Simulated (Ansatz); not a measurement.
Ansatz (a program for electronic structure), DFT, LDA, plane waves, its default PAW files: AlOs, long cell, atoms displaced (from the phase in space group 221, mp-875) (Al12Os12), 24 atoms. Basis and mesh were picked for this test and aren't claimed converged.

```yaml
cell: 3.00, 3.00, 35.97 Å; 90, 90, 90°
distance_to_the_nearest_atom: 2.50 to 2.59 Å
task: single point
k mesh: 6×6×1
hamiltonian.xc: lda
kind_of_files: paw
scf.occupations.method: gaussian
scf.occupations.width: 0.1 eV
scf.initial_density.chi_scale: 0.1
output.forces: true
binding of workers (--pin): off
k-point pools (--kpoint-pools): 1
memory maximum (--max-ram): 8GiB
accuracy: medium (default)
basis.precision: auto (default)
basis.xc_grid: 1 (default)
scf.eigensolver.kind: auto (default)
scf.convergence.dr2_threshold: 3.23323e-07 (default)
scf.lower_state_search: light (default)
k-points after symmetry: 20
bands_at_the_start: 138
electrons: 228
plane waves at Γ: 6161
cutoff (eV): 420
FFT grid: 24×24×243
symmetry_operations: 1
```

One run each.

All on 4 threads. Base settings, kept where nothing else is said: scf.mixing.algorithm = auto (default), scf.mixing.preconditioner = auto (default), scf.algorithm = auto (default) (scf.mixing.beta, scf.mixing.ndim, scf.mixing.q_tf not set). The settings tried:…
- scf.mixing.algorithm = broyden
- scf.mixing.preconditioner = none
- scf.mixing.ndim = 4
- scf.mixing.ndim = 16
- scf.mixing.preconditioner = local_kerker
- scf.mixing.algorithm = broyden, scf.mixing.preconditioner = kerker, scf.mixing.q_tf = 1.5 1/Å
- scf.algorithm = direct_min
- the base settings
- scf.mixing.algorithm = broyden, scf.mixing.preconditioner = kerker, scf.mixing.q_tf = 0.5 1/Å
- scf.mixing.algorithm = broyden, scf.mixing.beta = 0.3
- scf.mixing.algorithm = broyden, scf.mixing.beta = 1
- scf.mixing.preconditioner = ldos
- scf.mixing.preconditioner = kerker_dos
- scf.mixing.algorithm = broyden, scf.mixing.preconditioner = kerker
- scf.mixing.algorithm = broyden, scf.mixing.beta = 0.7
- scf.mixing.algorithm = broyden, scf.mixing.beta = 0.1
- scf.mixing.preconditioner = kerker
- scf.mixing.algorithm = anderson, scf.mixing.ndim = 4
- scf.mixing.algorithm = anderson
- scf.mixing.algorithm = msr1
- scf.mixing.algorithm = anderson, scf.mixing.ndim = 1
- scf.mixing.algorithm = anderson, scf.mixing.ndim = 16
- scf.mixing.algorithm = broyden, scf.mixing.preconditioner = none

Name the extremes by SCF iterations: fewest, most, and any that don't converge.

Fewest SCF iterations, with those close behind: scf.mixing.preconditioner = ldos (8); the base settings (9); scf.mixing.ndim = 4 (9); scf.mixing.ndim = 16 (9). Most among those that reach the base run's result: scf.mixing.algorithm = anderson, scf.mixing.ndim = 1 (88). All converged. In the base run the program took: scf.mixing.algorithm MSR1, scf.eigensolver.kind band_cg, --slots 4.

```tsv
setting	SCF iterations	applications of H to a band	end
scf.mixing.preconditioner = ldos	8	44714	converged
the base settings	9	40140	converged
scf.mixing.ndim = 4	9	39152	converged
scf.mixing.ndim = 16	9	40140	converged
scf.mixing.algorithm = anderson	12	47605	converged
scf.mixing.algorithm = broyden, scf.mixing.beta = 0.3	12	53221	converged
scf.mixing.algorithm = anderson, scf.mixing.ndim = 16	12	46749	converged
scf.algorithm = direct_min	12	507302	converged
scf.mixing.algorithm = msr1	13	49484	converged
scf.mixing.algorithm = broyden	13	51799	converged
scf.mixing.preconditioner = kerker	13	49484	converged
scf.mixing.algorithm = broyden, scf.mixing.preconditioner = kerker	13	51799	converged
scf.mixing.algorithm = broyden, scf.mixing.beta = 0.7	13	47860	converged
scf.mixing.algorithm = broyden, scf.mixing.beta = 1	13	52220	converged
scf.mixing.preconditioner = kerker_dos	14	48450	converged
scf.mixing.algorithm = anderson, scf.mixing.ndim = 4	14	54336	converged
scf.mixing.algorithm = broyden, scf.mixing.preconditioner = kerker, scf.mixing.q_tf = 1.5 1/Å	14	49409	converged
scf.mixing.algorithm = broyden, scf.mixing.beta = 0.1	18	72820	converged
scf.mixing.preconditioner = local_kerker	22	80977	converged
scf.mixing.algorithm = broyden, scf.mixing.preconditioner = kerker, scf.mixing.q_tf = 0.5 1/Å	41	130206	converged
scf.mixing.preconditioner = none	45	137875	converged
scf.mixing.algorithm = broyden, scf.mixing.preconditioner = none	45	641358	converged
scf.mixing.algorithm = anderson, scf.mixing.ndim = 1	88	231758	converged
```

An iteration's cost differs between solvers, so these counts don't give the time.

Keys are those of Ansatz 0.2.
